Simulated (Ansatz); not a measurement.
Y₂N (space group P4/mmm, No. 123; a hypothetical phase, not in the database extracts checked)

Y$_{2}$N is modelled in the tetragonal space group P4/mmm (No. 123), Pearson symbol tP3. Conventional cell: a = b = 3.4972 Å, c = 4.7742 Å, α = β = γ = 90.00°. Y1 on 1a is surrounded by 4 N at 2.473 Å (square planar). Y2 on 1d has 2 N at 2.387 Å (linear). N on 1c has 6 Y at 2.387–2.473 Å (octahedral). (Neighbours: up to the widest gap in distance over summed covalent radii, below 1.35, at either atom; cation-cation and far metal-metal contacts left out.)

Computed with PBE-D3(BJ) (Ansatz, a program for electronic structure; PAW; 420 eV plane waves; scalar-relativistic without spin-orbit coupling). Settings: 13×13×10 k-points, 0.05 eV Fermi–Dirac smearing.

```yaml
volume_per_atom: 19.46 Å³
density: 5.46 g/cm³
band_gap: zero
total_energy: -2695.103 eV/atom (σ→0; compares only within this code and set-up)
```

Stability against distortions was not tested. The base started in P4/nmm and relaxed to P4/mmm at this level. The final runs are not spin-polarised. An odd electron count without spin: Y2N.
